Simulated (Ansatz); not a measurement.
Take TlCl in the NiAs type structure (space group P6_3/mmc, No. 194; a = 4.501 Å, c = 7.920 Å; a hypothetical phase, not in the database extracts checked) as the base. Axes: x lies along a and z along c of the hexagonal cell.

Structures relaxed with PBE (Ansatz, a first-principles code; PAW; 420 eV plane waves; no SOC).

Base:

Simulated powder pattern, Cu Kα1, λ = 1.54056 Å (kinematic, ideal powder, no thermal factors, no anomalous dispersion; the 10 strongest lines at most, above 2 %, up to 2θ = 90°):

```tsv
2θ (°)	I/Imax (%)	hkl
22.43	22	(002)
22.79	81	(100)
32.20	100	(102)
40.03	32	(110)
46.36	22	(112)
46.55	13	(200)
51.74	19	(104)
52.27	26	(202)
62.42	18	(114)
67.81	24	(212)
```

Modification: the symmetric strain tensor [0.0003 -0.0090 -0.0100; -0.0090 0.0113 0.0205; -0.0100 0.0205 0.0048]; the atoms relax in the strained cell.

How do the reflections move or split?


Simulated powder pattern, Cu Kα1, λ = 1.54056 Å (kinematic, ideal powder, no thermal factors, no anomalous dispersion; the 10 strongest lines at most, above 2 %, up to 2θ = 90°):

| 2θ (°) | d (Å) | I/Imax (%) | hkl |
|---|---|---|---|
| 22.34 | 3.976 | 41 | (002) |
| 22.56 | 3.939 | 100 | (010) |
| 22.90 | 3.880 | 49 | (100) |
| 31.28 | 2.857 | 33 | (012) |
| 31.35 | 2.851 | 33 | (-1 1 2) |
| 32.16 | 2.781 | 30 | (102) |
| 32.26 | 2.772 | 30 | (1 0 -2) |
| 32.57 | 2.747 | 30 | (1 -1 2) |
| 32.61 | 2.743 | 29 | (0 1 -2) |
| 40.02 | 2.251 | 39 | (110) |

The indices refer to the base's conventional cell; one index is shown for lines that coincide. The space group is now P-1 (No. 2).

No phonon test of stability was made.
